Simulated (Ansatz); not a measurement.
## Rutile MgH2

Method: PBEsol (PAW; Ansatz, an electronic-structure program).

Run with plane-wave cutoff 520 eV, 6×6×8 k mesh (along the axes of the cell as run), perturbation theory, scalar-relativistic PAW data made under PBE.

Cell (measured lattice):

```cif
data_H4Mg2
_chemical_formula_sum 'Mg2 H4'
_space_group_name_H-M_alt 'P 1'
_space_group_IT_number 1
_cell_length_a 4.50100
_cell_length_b 4.50100
_cell_length_c 3.01000
_cell_angle_alpha 90.000
_cell_angle_beta 90.000
_cell_angle_gamma 90.000
loop_
_space_group_symop_operation_xyz
  'x, y, z'
loop_
_atom_site_label
_atom_site_type_symbol
_atom_site_fract_x
_atom_site_fract_y
_atom_site_fract_z
_atom_site_occupancy
Mg1 Mg 0.00000 0.00000 0.00000 1
Mg2 Mg 0.50000 0.50000 0.50000 1
H1 H 0.30444 0.30444 0.00000 1
H2 H 0.80444 0.19556 0.50000 1
H3 H 0.19556 0.80444 0.50000 1
H4 H 0.69556 0.69556 0.00000 1
```

For rutile MgH2, the electronic dielectric constant ε∞ (mean over three axes) is 4.17 and the static dielectric constant (mean over three axes) is 10.8.

Note: the cell isn't this level's own, so it is under some stress, which shifts stiffness and frequencies.
